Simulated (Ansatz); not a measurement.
Element substitutions in Mg2Sn

Base system: Mg$_{2}$Sn (space group Fm-3m, No. 225; a = 6.746 Å).

Each row replaces one element on all its sites; cell and atoms are relaxed.

All numbers come from PBEsol in Ansatz (plane waves to 420 eV, PAW, without spin-orbit coupling).

Candidates:
(a) Sn → Cd
(b) Sn → Ge
(c) Mg → V

Base values:

| Quantity | Result |
|---|---|
| Volume per atom | 25.58 Å³ |

Task: Order them by volume per atom, lowest first.

Result: (c) Mg → V (18.74 Å³), (b) Sn → Ge (21.48 Å³), (a) Sn → Cd (24.75 Å³)

Stability against distortions was not tested. As relaxed here, Mg2Cd and V2Sn are hypothetical phases, not in the database extracts checked. Starting moments died away, wholly or in part, for Mg → V; another magnetic solution may exist. All final runs are without spin polarisation.

Ansatz is a program for electronic structure.
